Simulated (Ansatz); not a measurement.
**CdGeAs2: stress against strain**

CdGeAs2 (chalcopyrite, I-42d, 24.206 Å³/atom and stress up to 0.01 GPa in the relaxed cell, c along z) under a strain ε along c (axis z), the other axes held. LDA in Ansatz, a plane-wave DFT program (PAW, default set), 420 eV, 8×8×8 Γ-centred mesh, Fermi-Dirac smearing 0.05 eV; ions are relaxed, or left where forces stay under 0.02 eV/Å, within the symmetry of each cell. Stress is positive for a compressed cell.

Here s stands for strain and y for stress zz.

| strain (%) | stress zz (GPa) |
|---|---|
| -1.50 | 1.33 |
| -0.75 | 0.66 |
| 0.00 | 0.00 |
| 0.75 | -0.64 |
| 1.50 | -1.28 |
| 3.00 | ? |

Question: Using a straight line, estimate the missing y at s = 3.00 from the other rows, showing the fit.

Answer: Means: s 0, y 0.014. About the means, the sum of products is -4.8900 and the sum of squares of s is 5.6250; the slope is their ratio. Least squares gives y = 0.014 - 0.8693·s. Residuals (row less fit): 0.012, -0.006, -0.014, -0.002, 0.010; standard error 0.013 (degrees of freedom: 3). The slope gives the elastic constant C33 = 86.9 ± 0.5 GPa (± standard error of the fit, which holds the terms cut off). At the withheld row, y = 0.014 - 0.8693 × 3.00 = -2.594 GPa. The calculation gives -2.50 GPa, 0.094 GPa above the prediction (2.5 % of the range of y in the table). The row lies outside the fitted rows, so this is an extrapolation. From the scatter of the fitted rows alone, a prediction at this place has a standard error of 0.021 GPa, so the miss is 4.5 times that.

A polynomial of degree 2 through the 8 other runs of the series gives -2.51 there, so most of the miss is curvature that the fit leaves out. Rows are the converged runs of the series near zero and its far end; series whose fitted rows scatter by over a few per cent of the range, as at a crossing or softening among them, aren't shown in this form, nor equations of state whose B0' disagrees with the runs' pressures. Most that stay on the fit to the last digits aren't either.
